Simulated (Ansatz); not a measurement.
Ge on the Ca site + O vacancy in rock-salt CaO (start: the Ca site; O 2.42 Å away; 64-site cell, 2×2×2 shifted sampling). These are PBE, PAW (plane waves to 420 eV; Ansatz, a first-principles code) values and carry that method's errors. Total energies of the localised charge states, counted from that of charge +2, and their image corrections (point charge with alignment); the host's valence-band maximum lies at 7.525 eV on the cells' energy zero and its gap is 3.66 eV.

```csv
charge,moment (μB),E − E(first) (eV),correction (eV)
+2,not spin-polarised,0.000,0.386
+1,1.0,9.832,0.048
0,not spin-polarised,19.774,0.000
```

Task: Derive the transition levels above the valence-band maximum and say which of them are thermodynamic.

Result: A level is the Fermi energy at which two charges have equal formation energy: ε(q/q′) = [E(q′) + corr(q′) − E(q) − corr(q)] / (q − q′) − E_VBM.
ε(+2/+1) = [(9.832 + 0.048) − (0.000 + 0.386)] / 1 − 7.525 = 1.97 eV
ε(+1/0) = [(19.774 + 0.000) − (9.832 + 0.048)] / 1 − 7.525 = 2.37 eV
Thermodynamic levels at least 0.1 eV inside the gap: (+2/+1) at 1.97 eV; (+1/0) at 2.37 eV. They hold to tenths of an eV in this cell. Charges with a result: +2, +1, 0, −1. Others weren't obtained, and one of them could lie lower, also by skipping a charge. At charge −1 the carrier sat in host band states, shallow at most. The geometries come from one start. Flagged in the runs: a strain field that reaches the edge of the cell.
